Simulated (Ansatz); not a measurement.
Output of an Ansatz run (abridged):

```
WARN ansatz: RAYON_NUM_THREADS=1 ignored (pool sized by the plan → 1); use --threads N
Pseudopotentials: kind: paw
Pseudopotential: Cr, paw, valence charge 14
Pseudopotential: Mo, paw, valence charge 14
Pseudopotential: F, paw, valence charge 7
Crystal: 8 atoms, lattice volume = 129.677 Å³
Basis set: ecut = 420 eV, 2539 PW (Γ), exchange–correlation on 80×80×80 points (8 copies of the dense FFT grid, shifted against one another)
Bands: 46, of which v1, the nominal top of the filled ones, is band 35 counted from 1 (34 counted from 0)
Symmetry: 1 space group operations
Space group: P1 (ITA 1), of the structure as read, at distance tolerance 5.1e-5 Å
Magnetic group: BNS 1.1 (UNI 1), of the structure as read, at distance tolerance 5.1e-5 Å
k-points: 14 of 27 (time reversal used)
PAW frozen core: Cr, regenerated for the run's functional, and the local potential with it
PAW frozen core: Mo, regenerated for the run's functional, and the local potential with it
PAW frozen core: F, regenerated for the run's functional, and the local potential with it
Initial density: superposition of atomic densities (chi_scale 0.1, normalization cell, long waves kept (reshape's long-wave potential 0.06 eV rms))
Starting moments: Σ|m| = 5 μB on 2 of 8 sites
Initial wavefunctions: pseudopotential atomic-orbital guess
Eigensolver: davidson
Functional: x = pbesol(κ = 0.804, μ = 0.12345679012345678), c = pbesol(β = 0.046)
SCF iter   1: F=—  HF=-13053.129355 eV  |F-HF|=—  |Δ(HF+E_count)|=         —  Δρ=1.32e-1 (↑1.32e-1 ↓1.02e-1)  dr2=9.51e1  dr2_m=1.35e0  M=4.000 μB ∫|m|=4.273 μB  β_m=0.30  ethr=3.10e-3  ⟨swp⟩=6.1  Hψ=4965  notcnv=0
all-band conjugate gradients solve this SCF's bands
preconditioner: auto → none
SCF iter   2: F=—  HF=-13043.395545 eV  |F-HF|=—  |Δ(HF+E_count)|=    9.73e0  Δρ=5.10e-2 (↑5.10e-2 ↓3.09e-2)  dr2=3.95e0  dr2_m=7.85e-1  M=6.000 μB ∫|m|=6.236 μB  β_m=1.00  ethr=3.10e-3  ⟨swp⟩=3.5  Hψ=3049  notcnv=0  defer=94
preconditioner: auto → Resta (q_TF=auto, 2.462 Å⁻¹)
spin=Collinear: Resta preconditioning applied to the charge; magnetization (m = ρ↑ − ρ↓) channel mixes plain (no charge-response kernel on spin).
   [... lines left out ...]
SCF iter  29: F=—  HF=-13046.350650 eV  |F-HF|=—  |Δ(HF+E_count)|=   1.99e-7  Δρ=1.13e-5 (↑1.13e-5 ↓5.00e-6)  dr2=1.55e-7  dr2_m=3.22e-8  M=6.000 μB ∫|m|=6.152 μB  β_m=0.90  ethr=2.21e-9  ⟨swp⟩=2.0  Hψ=1973  notcnv=0  defer=80
SCF iter  30: F=—  HF=-13046.350651 eV  |F-HF|=—  |Δ(HF+E_count)|=   4.66e-7  Δρ=1.04e-5 (↑1.04e-5 ↓4.89e-6)  dr2=1.28e-7  dr2_m=2.59e-8  M=6.000 μB ∫|m|=6.152 μB  β_m=0.95  ethr=1.43e-10  ⟨swp⟩=11.9  Hψ=5880  notcnv=0
SCF iter  31: F=—  HF=-13046.350651 eV  |F-HF|=—  |Δ(HF+E_count)|=   2.29e-7  Δρ=1.01e-5 (↑1.01e-5 ↓4.40e-6)  dr2=1.25e-7  dr2_m=2.10e-8  M=6.000 μB ∫|m|=6.152 μB  β_m=0.91  ethr=1.83e-10  ⟨swp⟩=2.0  Hψ=2188  notcnv=0
SCF iter  32: F=-13046.350651 eV  HF=-13046.350651 eV  |F-HF|=4.12e-8  |Δ(HF+E_count)|=   2.07e-7  Δρ=6.01e-6 (↑6.01e-6 ↓1.94e-6)  dr2=4.07e-8  dr2_m=1.07e-8  M=6.000 μB ∫|m|=6.152 μB  ethr=1.43e-10  ⟨swp⟩=3.8  Hψ=4897  notcnv=0
SCF 1 converged in 32 iterations: F = -13046.350651 eV  dr2 = 4.07e-8
Crystal: 8 atoms, lattice volume = 129.677 Å³
Initial density: read from a saved state, or passed on in memory by an earlier SCF of this step, an earlier step, the calling program or the single point that …
Starting moments: Σ|m| = 5 μB on 2 of 8 sites; this step starts from the density that it was given
SCF iter   1: F=—  HF=-13046.151279 eV  |F-HF|=—  |Δ(HF+E_count)|=         —  Δρ=2.41e-2 (↑2.41e-2 ↓2.56e-6)  dr2=3.33e-1  dr2_m=1.72e-1  M=6.000 μB ∫|m|=6.100 μB  ethr=1.43e-6  ⟨swp⟩=1.0  Hψ=8875  notcnv=0
preconditioner: auto → Resta (q_TF=auto, 2.462 Å⁻¹)
spin=Collinear: Resta preconditioning applied to the charge; magnetization (m = ρ↑ − ρ↓) channel mixes plain (no charge-response kernel on spin).
SCF iter   2: F=—  HF=-13046.347311 eV  |F-HF|=—  |Δ(HF+E_count)|=         —  Δρ=8.30e-4 (↑8.30e-4 ↓6.10e-4)  dr2=1.84e-3  dr2_m=7.71e-5  M=6.000 μB ∫|m|=6.144 μB  ethr=1.43e-6  ⟨swp⟩=1.0  Hψ=5742  notcnv=0
SCF iter   3: F=—  HF=-13046.350610 eV  |F-HF|=—  |Δ(HF+E_count)|=   3.30e-3  Δρ=1.02e-4 (↑1.02e-4 ↓5.75e-5)  dr2=2.26e-5  dr2_m=1.77e-6  M=6.000 μB ∫|m|=6.151 μB  ethr=1.43e-6  ⟨swp⟩=1.0  Hψ=3602  notcnv=0
SCF iter   4: F=—  HF=-13046.350651 eV  |F-HF|=—  |Δ(HF+E_count)|=   4.12e-5  Δρ=1.07e-5 (↑1.07e-5 ↓7.18e-6)  dr2=1.96e-7  dr2_m=2.05e-8  M=6.000 μB ∫|m|=6.152 μB  ethr=3.23e-8  ⟨swp⟩=1.0  Hψ=2988  notcnv=0
SCF iter   5: F=-13046.350652 eV  HF=-13046.350652 eV  |F-HF|=1.26e-9  |Δ(HF+E_count)|=   6.21e-7  Δρ=1.22e-6 (↑1.15e-6 ↓1.22e-6)  dr2=2.42e-9  dr2_m=5.66e-10  M=6.000 μB ∫|m|=6.152 μB  ethr=1.43e-10  ⟨swp⟩=1.0  Hψ=3628  notcnv=0
SCF iter   6: F=-13046.350652 eV  HF=-13046.350652 eV  |F-HF|=1.24e-9  |Δ(HF+E_count)|=  2.91e-11  Δρ=1.21e-6 (↑1.15e-6 ↓1.21e-6)  dr2=2.39e-9  dr2_m=5.67e-10  M=6.000 μB ∫|m|=6.152 μB  ethr=3.46e-12  ⟨swp⟩=1.0  Hψ=4620  notcnv=0
SCF 2 converged in 6 iterations: F = -13046.350652 eV  dr2 = 2.39e-9
   [... lines left out ...]
Crystal: 8 atoms, lattice volume = 129.677 Å³
preconditioner: auto → Resta (q_TF=auto, 2.462 Å⁻¹)
spin=Collinear: Resta preconditioning applied to the charge; magnetization (m = ρ↑ − ρ↓) channel mixes plain (no charge-response kernel on spin).
Crystal: 8 atoms, lattice volume = 129.677 Å³
preconditioner: auto → Resta (q_TF=auto, 2.462 Å⁻¹)
spin=Collinear: Resta preconditioning applied to the charge; magnetization (m = ρ↑ − ρ↓) channel mixes plain (no charge-response kernel on spin).
preconditioner: auto → none
Crystal: 8 atoms, lattice volume = 129.677 Å³
preconditioner: auto → Resta (q_TF=auto, 2.462 Å⁻¹)
spin=Collinear: Resta preconditioning applied to the charge; magnetization (m = ρ↑ − ρ↓) channel mixes plain (no charge-response kernel on spin).
   [... lines left out ...]
       -3.287858       0.311308       0.384670
        0.311358      -3.996542       0.190957
        0.384633       0.190948      -3.297321
  P = ⅓ Tr σ = -3.5272 GPa (-35.272 kbar)
  The stress holds the Pulay correction. Without it, at fixed plane waves, as pw.x and ABINIT print it: P = -4.1214 GPa
--- Band table (eV; the first three rows and the last of 28) ---
  k-point 0 ↑: bands = ["-68.2259", "-59.7916", "-39.9659", "-39.8288", "-39.3497", "-34.0784", "-34.0319", "-33.7069", "-19.9928", "-19.5893", "-19.4868", "-19.4664", "-19.2639", "-19.0783", "-3.8736", "-3.4874", "-3.3550", "-3.3242", "-3.1831", [...]
  k-point 1 ↑: bands = ["-68.2257", "-59.7925", "-39.9659", "-39.8288", "-39.3496", "-34.0786", "-34.0323", "-33.7070", "-19.9562", "-19.5496", "-19.5113", "-19.4741", "-19.2702", "-19.1274", "-3.9715", "-3.4948", "-3.3860", "-3.1013", "-2.8075", [...]
  k-point 2 ↑: bands = ["-68.2259", "-59.7916", "-39.9658", "-39.8287", "-39.3496", "-34.0785", "-34.0321", "-33.7072", "-19.8818", "-19.5837", "-19.5352", "-19.4700", "-19.3024", "-19.1132", "-3.5694", "-3.3240", "-3.1578", "-3.0735", "-2.9401", [...]
  k-point 13 ↓: bands = ["-64.4270", "-58.4986", "-36.6141", "-36.1922", "-35.0966", "-32.8795", "-32.7953", "-31.9699", "-19.7733", "-19.5718", "-19.4663", "-19.3899", "-19.2021", "-19.0417", "-3.4381", "-3.1626", "-2.7486", "-2.1616", "-1.8907", [...]
Occupation matrices written to occupation_matrices
```

The structure:

```
CELL_PARAMETERS angstrom
      5.59822     0.00000     0.00000
     -0.02301     5.59852     0.00000
     -2.67346    -2.69517     4.13752
ATOMIC_POSITIONS crystal
  Cr 0.00579 0.00582 0.01209
  Mo 0.50000 0.50000 0.00000
  F  0.33981 0.25813 0.53493
  F  0.66019 0.74187 0.46507
  F  0.82229 0.73754 0.06130
  F  0.17771 0.26246 0.93870
  F  0.74627 0.25457 0.07652
  F  0.25373 0.74543 0.92348
```
Moments meant for the start (each program seeds them in its own way; μB, in the order of the atoms Cr Mo F F F F F F): 3.0 2.0 0.0 0.0 0.0 0.0 0.0 0.0.

Question: Reconstruct the input of this run.

Answer: Other spellings and defaults could give the same log, and not every line can be read from it. The input that was run (DFT, PBEsol+U, plane waves, default PAW files made with PBE):

Ansatz 0.2 input:
```yaml
# CrMoF6
crystal:
  lattice:
    - [5.598218, 0.000000, 0.000000]
    - [-0.023011, 5.598519, 0.000000]
    - [-2.673463, -2.695171, 4.137516]
  atoms:
    - { symbol: Cr, position_ang: [-0.000001, 0.000001, 0.050002], spin: 3.0 }
    - { symbol: Mo, position_ang: [2.787603, 2.799259, 0.000000], spin: 2.0 }
    - { symbol: F, position_ang: [0.466275, 0.003418, 2.213281] }
    - { symbol: F, position_ang: [2.435469, 2.899930, 1.924235] }
    - { symbol: F, position_ang: [4.422504, 3.963918, 0.253630] }
    - { symbol: F, position_ang: [-1.520760, -1.060570, 3.883886] }
    - { symbol: F, position_ang: [3.967351, 1.218980, 0.316603] }
    - { symbol: F, position_ang: [-1.065607, 1.684368, 3.820913] }
basis:
  ecutwfc: 420.0
kpoints:
  mp_grid:
    grid: [3, 3, 3]
hamiltonian:
  xc: pbesol
  pseudopotentials:
    kind: paw
  hubbard:
    sites:
      - { species: Cr, l: d, u_eff: 3.7 }
      - { species: Mo, l: d, u_eff: 4.38 }
    projectors: ortho-atomic
magnetization:
  spin_polarized: true
scf:
  occupations:
    method: fermi_dirac
    width: 0.02
output:
  forces: true
  eigenvalues: true
  stress: true
```

The starting cell comes from a database of computed structures (which also holds hypothetical and non-ambient phases and stackings), without a prior relaxation at this level. Its lattice was rescaled by up to half a per cent. One atom was moved a little off its site on purpose. The magnetic order is the one reached from the typed start; others were not searched systematically. With U or open f shells several self-consistent states can exist. With a pressure of about -4 GPa the cell is away from its equilibrium volume at this level. Ansatz's pressure includes its estimate of the finite-basis (Pulay) stress. Without the estimate this run gives -4.12 GPa.

Ansatz is a quantum-chemistry and plane-wave program.
